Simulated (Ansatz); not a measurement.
# Point defect Ge on the P site in zinc-blende GaP

These are PBE, PAW (plane waves to 420 eV; Ansatz, an electronic-structure program) values and carry that method's errors. A supercell of 64 sites (2×2×2 repeats of a cell of 8 atoms) was used; the energies come from a 2×2×2 shifted sampling of its zone. Site at the start: the P site. Charged cells carry a point-charge image correction with potential alignment at far atoms. Dielectric constants: PBE linear response of the host. Host gap at this level: 1.57 eV. Finite-size and sampling errors can reach tenths of an eV here. The semilocal functional narrows the gap, so deep levels can fall outside it. Spin–orbit coupling is left out. Each state is the lowest found from its start.

Charges with a result: +1, 0, −1. Others weren't obtained, and one of them could lie lower, also by skipping a charge.

```json
[
 {"charge": "+1*", "moment (μB)": "2.0", "largest move off a lattice site (Å)": "0.07", "image correction with alignment (eV)": "–", "above the lowest spin state (eV)": "0.00"},
 {"charge": "+1*", "moment (μB)": "not spin-polarised", "largest move off a lattice site (Å)": "0.09", "image correction with alignment (eV)": "–", "above the lowest spin state (eV)": "0.02"},
 {"charge": "0†", "moment (μB)": "1.0", "largest move off a lattice site (Å)": "0.05", "image correction with alignment (eV)": "0.00", "above the lowest spin state (eV)": "0.00"},
 {"charge": "−1", "moment (μB)": "not spin-polarised", "largest move off a lattice site (Å)": "0.02", "image correction with alignment (eV)": "0.09", "above the lowest spin state (eV)": "0.00"}
]
```

* At this level the carrier isn't localised at the defect: at charge +1 holes occupy the valence band. Such a state is shallow or no state of the defect, and this cell gives it no level.

† Not settled in this cell, so no level is given: charge 0: carriers not clearly localised.
